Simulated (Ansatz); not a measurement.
An Ansatz (a first-principles code) input (Kohn–Sham DFT with the LDA functional, run in Ansatz with PAW and 420 eV plane waves, no spin-orbit coupling):

Ansatz 0.2 input:
```yaml
crystal:
  lattice:
    - [0.0277336732, 3.2248457167, 3.2248457167]
    - [3.2248457167, 0.0277336732, 3.2248457167]
    - [3.2525793899, 3.2525793899, 0]
  atoms:
    - { symbol: In, position: [0, 0, 0] }
    - { symbol: Sb, position: [0.25, 0.25, 0.25] }
basis: { ecutwfc: 420, ecutrho_ratio: 4, xc_grid: 2, fft_grid_basis: typed }
kpoints: { mp_grid: { grid: [13, 13, 13] } }
hamiltonian:
  xc: lda
  dispersion: none
  pseudopotentials: { kind: paw }
scf: { occupations: { method: fermi_dirac, width: 0.05 }, convergence: { dr2_threshold: 0.0000000002 } }
relax: { f_tol: 0.005, max_steps: 50 }
output: { forces: true, stress: true }
checkpoint: { write: state.ck, write_every: 1000 }
```

**Question.** Which symmetry and how many k-points will the program report, and about how many plane waves at Γ?

**Answer.** Space group Imm2 (ITA 44) with 4 operations, k-points 343 of 2197, and 1327 plane waves at Γ.

The cells carry an imposed strain or load. Whether these cells are dynamically stable was not tested. The final runs are not spin-polarised. The cell was made from InSb in the zinc blende structure (space group F-43m, No. 216) by this change: tensor shear ε_xy = +0.86 %.
